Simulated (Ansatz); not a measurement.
System: interstitial H in fcc Cu (neutral cell). The step: a direct jump of one H atom; the atom moves 1.57 Å along (0.25, -0.25, -0.25) of the unit cell; the moving atom starts with neighbours 6 Cu at 1.86 Å and ends with 4 Cu at 1.66 Å. A PBE band in Ansatz (plane-wave PAW, a 2×2×2 k-point mesh shifted by half a step, 32 host sites, 27 SCF runs with any check of the saddle's order, static, no finite-size correction) gives a forward barrier of 0.38 eV. The saddle point's order was not checked, and it lies on a symmetry element of the cell, where a band can be held. Sites that were not tried may lie lower.

Single points at the band's start and saddle point can refine it. Rough cost of one point, in units of the band's mean SCF on the same machine:

| Level | Cost of one point |
|---|---|
| PBE, a 4×4×4 k-point mesh shifted by half a step | about 8 |
| r2SCAN at 500 eV, a 2×2×2 k-point mesh shifted by half a step | about 3 |

### Question
Which of these move the barrier by more than 0.1 eV, and how far does each move it?

### Answer
Not one does. PBE, a 4×4×4 k-point mesh shifted by half a step: -0.07 eV; r2SCAN at 500 eV, a 2×2×2 k-point mesh shifted by half a step: -0.03 eV. Each functional is compared with PBE at the same k-points.

Ansatz is a quantum-chemistry and plane-wave program.
